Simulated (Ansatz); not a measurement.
CsTaO₃ (model structure, started from the tetragonal perovskite type, P4mm, No. 99, 5 atoms in the cell) was calculated with LDA (PAW; Ansatz, an electronic-structure program).

Numerical settings: plane-wave cutoff 520 eV, 10×10×6 k mesh (along the axes of the cell as run), Fermi–Dirac smearing 0.01 eV, scalar-relativistic PAW data made under PBE.

Cell (relaxed with PBEsol):

```
CsTaO3
1.0
    3.81659     0.00000     0.00000
    0.00000     3.81659     0.00000
    0.00000     0.00000     6.07730
Ta Cs O
1 1 3
Direct
  0.50000   0.50000   0.49351
  0.00000   0.00000   0.00452
  0.50000   0.50000   0.78850
  0.50000   0.00000   0.40973
  0.00000   0.50000   0.40973
```

### Question
Estimate the band gap, smallest direct gap on the k points sampled and direct gap at Γ that the calculation returns.

### Answer

* **band gap**: 2.26 eV
* **smallest direct gap on the k points sampled**: 2.69 eV
* **direct gap at Γ**: 3.31 eV

Note: the relaxation could raise the start's symmetry but not lower it, so the cell can be a saddle point; cell and atoms aren't relaxed at this level (pressure -3.5 GPa).

Spin–orbit coupling is not included.

A model structure was made by putting elements into a prototype or built by hand; it is no filed structure, need not be a known phase, and can be a saddle point held by its symmetry.
